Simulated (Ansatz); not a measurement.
Start from ZnS in the zinc blende structure (space group F-43m, No. 216; a = 5.390 Å). Axes: x, y, z lie along the cube axes.

All numbers come from plane-wave PAW DFT at the r2SCAN level (Ansatz, a program for electronic structure, 500 eV), no SOC, earlier PAW set.

Before the change:

The valence-band top at Γ is 0.00, 0.00, 0.00 eV and the band gap comes out as 2.70 eV.

One thing is altered: a free-standing slab of 4 layers (8 atoms, 2 a layer) is cut normal to [110], with 15 Å of vacuum and the in-plane cell held at bulk.

Q: What does the calculation give for the gap character after the change?

A: The gap character amounts to direct at Γ.

Q: What does the calculation give for the valence-band top at Γ after the change?

A: The valence-band top at Γ (three highest levels, from the VBM) becomes 0.00, -0.32, -0.33 eV (base: 0.00, 0.00, 0.00 eV).

Q: What does the calculation give for the band gap after the change?

A: The band gap grows by 0.306 eV to 3.00 eV.

Q: Predict the new excess energy per area of both faces.

A: The excess energy per area of both faces (slab less bulk energy over the cell's area: twice a surface energy) is 1.08 J/m².

The excess energy carries the mismatch between the slab's and the bulk's meshes. No phonon test of stability was made. k-point labels follow each cell's own Brillouin zone.
